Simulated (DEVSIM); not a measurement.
**illuminated Si n-on-p cell, one wavelength**

Structure: illuminated Si n-on-p cell, one wavelength, at 300 K.

```csv
layer (left to right),material,thickness (μm),Nd (cm⁻³),Na (cm⁻³),τn (s),τp (s),absorption coefficient (cm⁻¹)
1,Si,0.210,6.3e17,-,7e-8,2.1e-7,2300
2,Si,310,-,2.3e15,2.4e-6,2.4e-6,2300
```

Left contact: ohmic, minority hole recombination velocity 100 cm/s. Right contact: ohmic, minority electron recombination velocity 2e5 cm/s. Voltage is applied to the left contact. Recombination: SRH at mid-gap, radiative, Auger. Gap narrowing is on: ΔEg = 6.92 meV × (l + √(l² + 0.5)), l = ln(N/1.3e17 cm⁻³), shared equally by both band edges. Light enters at the left, 2.8e18 photons cm⁻² s⁻¹, one pass, no reflection. Mobility is constant in doping.

The device is made up for the run: typed textbook-type constants, with dimensions and the other settings drawn at random. Values at 300 K.

| parameter | Si |
|---|---|
| gap (eV) | 1.124 |
| affinity (eV) | 4.05 |
| permittivity | 11.7 |
| Nc (cm⁻³) | 2.86e19 |
| Nv (cm⁻³) | 3.1e19 |
| μn (cm²/Vs) | 1417 |
| μp (cm²/Vs) | 470 |
| B (cm³/s) | 4.7e-15 |
| Cn (cm⁶/s) | 2.8e-31 |
| Cp (cm⁶/s) | 9.9e-32 |

Simulated with DEVSIM: 1D drift-diffusion, Boltzmann statistics, complete ionisation; no tunnelling, impact ionisation, image-force lowering or self-heating.

```json
{
 "potential_step_across_the_device_at_zero_bias": "0.768 V",
 "largest_field_in_the_device_at_zero_bias": "42000 V/cm",
 "Dark forward voltage at 1 A/cm²": "0.715 V",
 "Dark forward voltage at 100 A/cm²": "1.408 V",
 "short_circuit_current": "438 mA/cm²",
 "open_circuit_voltage": "0.597 V",
 "fill_factor": "0.74",
 "largest_power": "192 mW/cm²",
 "share_of_generated_pairs_collected_at_short_circuit": "0.976"
}
```

Small-signal capacitance in reverse bias (quasi-static):

```json
[
 {"V (V)": "0.04", "C (nF/cm²)": "16.3"},
 {"V (V)": "0.1", "C (nF/cm²)": "15.7"},
 {"V (V)": "0.2", "C (nF/cm²)": "14.7"},
 {"V (V)": "0.3", "C (nF/cm²)": "13.9"},
 {"V (V)": "0.4", "C (nF/cm²)": "13.3"},
 {"V (V)": "0.6", "C (nF/cm²)": "12.2"},
 {"V (V)": "0.8", "C (nF/cm²)": "11.3"},
 {"V (V)": "1", "C (nF/cm²)": "10.6"},
 {"V (V)": "1.3", "C (nF/cm²)": "9.76"},
 {"V (V)": "1.6", "C (nF/cm²)": "9.10"},
 {"V (V)": "2", "C (nF/cm²)": "8.39"}
]
```

Dark forward current:

(V (V), J (A/cm²)): (-0.05, -4.2e-9); (-0.15, -5.3e-8); (-0.20, -2.0e-7); (-0.30, -4.5e-6); (-0.40, -0.00018); (-0.45, -0.0012); (-0.55, -0.045); (-0.60, -0.17); (-0.70, -0.85); (-0.80, -2.4); (-0.85, -3.7); (-0.95, -7.9); (-1.05, -15); (-1.10, -21); (-1.20, -37); (-1.25, -48); (-1.35, -77); (-1.45, -120); (-1.50, -150); (-1.60, -210)
